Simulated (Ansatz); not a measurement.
Start from BaTiO₃ (space group P4mm, No. 99; a = 3.972 Å, c = 4.113 Å). Axes: x, y, z lie along a, b, c of the conventional cell.

Computed with r2SCAN (Ansatz, an electronic-structure program), no SOC.

For the base:

```
Quantity     Result
--------  ---------
Pressure  -0.01 GPa
```

Perturbation: compressive biaxial strain of 0.74 % in the plane normal to [001], as in epitaxy on a mismatched substrate; the out-of-plane cell vector and the atoms relax.

Problem. What does the calculation give for the energy relative to the base after the change?

Solution. The energy goes up by 1.3 meV/atom.

Problem. How does this affect the out-of-plane strain?

Solution. The out-of-plane strain comes out as +1.14 %.

Problem. Estimate the effect on the pressure.

Solution. The pressure (mean of the normal stresses, compression positive) goes up by 1.422 GPa, from -0.01 GPa to 1.42 GPa.

Whether these cells are dynamically stable was not tested. The final runs are not spin-polarised.
